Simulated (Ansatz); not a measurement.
The starting structures come from a database of crystals and need not be the phases stable at ambient conditions.

```yaml
crystal:
  lattice:
    - [3.30779, 0.00000, 0.00000]
    - [-1.65390, 2.86463, 0.00000]
    - [0.00000, 0.00000, 4.98288]
  atoms:
    - { symbol: Mg, position: [0.33333, 0.66667, 0.00216] }
    - { symbol: Mg, position: [0.66667, 0.33333, 0.50216] }
    - { symbol: O, position: [0.33333, 0.66667, 0.40244] }
    - { symbol: O, position: [0.66667, 0.33333, 0.90244] }
```

Space group of this cell: P6_3mc, wurtzite. The cell is taken as given; by r2SCAN its mean pressure is -0.6 GPa.

Level of theory: r2SCAN (plane waves, PAW; Ansatz, a quantum-chemistry and plane-wave program).

The current runs along the normal of the first two printed vectors; no spin-orbit coupling. Scaled by the factor s: all lengths (ions clamped). Meshes 12×12×6 and 12×12 across the current in all rows.

```
s     mean pressure (GPa)  slowest mid-gap decay constant κ (1/Å)
----  -------------------  --------------------------------------
0.98                  8.0                                       ?
1.00                 -0.6                                   0.316
1.02                 -7.1                                   0.300
```

Question: Take the slope of the slowest mid-gap decay constant κ against ln s from the two given rows, extrapolate to s = 0.98, and say what the run there gives.

Answer: Slope = (0.300 − 0.316) / ln 1.02 = -0.808 1/Å. The line gives 0.316 + (-0.808) × ln 0.98 = 0.332 1/Å. The run gives 0.332 1/Å, as the line does.
